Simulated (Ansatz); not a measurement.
## How far PBE and r2SCAN part for GaSb, pressure 10 GPa

The parent structure is GaSb in the zinc blende structure (space group F-43m, No. 216; a = 6.214 Å).

(Cell as relaxed with PBE.)

Levels (all Ansatz, a program for electronic structure, PAW, earlier PAW set): PBE (420 eV, no spin-orbit coupling); r2SCAN (500 eV, spin-orbit coupling left out).

Each level relaxes its own structure.

```
base                      PBE    r2SCAN
-------------------  --------  --------
volume per atom      29.99 Å³  28.84 Å³
lattice parameter a  621.4 pm  613.4 pm
band gap                 zero   0.41 eV
```

Now apply this change: a hydrostatic pressure of 10 GPa.

```tsv
quantity	PBE	r2SCAN
lattice parameter a	590.2 pm	___
hole mass (degenerate bands, along [100])	0.044, 0.23, 0.23 mₑ (at Γ)	___
gap character	indirect, Γ → L	___
```

### Question
What does r2SCAN give?

### Answer

- lattice parameter a, r2SCAN: 586.1 pm
- hole mass (degenerate bands, along [100]), r2SCAN: 0.068, 0.21, 0.21 mₑ (at Γ)
- gap character, r2SCAN: indirect, Γ → Γ–X (79 % along)

PBE's lattice parameter a lies 4.17 pm above r2SCAN's (0.7 %); they disagree on the gap character. Neither level is exact; r2SCAN is the comparison here, not a measurement.

With Sb present, leaving out spin-orbit coupling can change the band edges. Load acts through the strain it causes; cell and atoms are relaxed under it. Effective masses come from finite differences of ±0.01 Å⁻¹. Whether these cells are dynamically stable was not tested. Tetrahedral semiconductors of this kind turn to denser phases somewhere between about 1 and 50 GPa; those were not computed, so compressed cells here can lie past the real transition. The final runs are not spin-polarised. The zero or small gap of GaSb can change with the level of theory.
